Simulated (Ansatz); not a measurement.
The parent structure is Nb$_{2}$O$_{5}$ (space group C2, No. 5; a cell from a computed database, its experimental status unchecked).

```yaml
crystal:
  lattice:
    - [2.98017, -2.54471, 0.00000]
    - [2.98017, 2.54471, 0.00000]
    - [-2.67249, 0.00000, 5.08261]
  atoms:
    - { symbol: Nb, position: [0.76620, 0.85137, 0.70741] }
    - { symbol: Nb, position: [0.14863, 0.23380, 0.29259] }
    - { symbol: O, position: [0.72294, 0.27706, 0.50000] }
    - { symbol: O, position: [0.21817, 0.63753, 0.65090] }
    - { symbol: O, position: [0.36247, 0.78183, 0.34910] }
    - { symbol: O, position: [0.11215, 0.24253, 0.95959] }
    - { symbol: O, position: [0.75747, 0.88785, 0.04041] }
```

Cartesian axes are those of the cell as printed.

Modification: uniaxial stress, 5 GPa tension along z; all other stress components relax to zero.

Levels (all Ansatz, a first-principles code, PAW): PBEsol (420 eV, spin-orbit coupling left out); r2SCAN (500 eV, no spin-orbit coupling); HSE06 (420 eV, no SOC).

One geometry, relaxed with PBEsol, under each level:

```tsv
level	band gap	lowest conduction level above the VBM at special points	pressure
PBEsol	1.90 eV	V₂ 1.90 eV; M₂ 2.14 eV; Y₂ 2.20 eV; C 2.21 eV	-1.67 GPa
r2SCAN	2.27 eV	V₂ 2.27 eV; M₂ 2.55 eV; Y₂ 2.58 eV; C 2.60 eV	0.58 GPa
HSE06	___	___	–
```

Give the withheld HSE06 results.


- HSE06, band gap: 3.24 eV
- HSE06, lowest conduction level above the VBM at special points: V₂ 3.24 eV; M₂ 3.54 eV; Y₂ 3.57 eV; Γ 4.35 eV

Single points use the geometry relaxed with PBEsol. Their cutoffs differ, which shifts pressures a little. HSE06 was sampled on its mesh, a few special points and the semilocal edge points, so its gap is an upper bound. Load acts through the strain it causes; cell and atoms are relaxed under it. Stability under load was not tested beyond the relaxation.
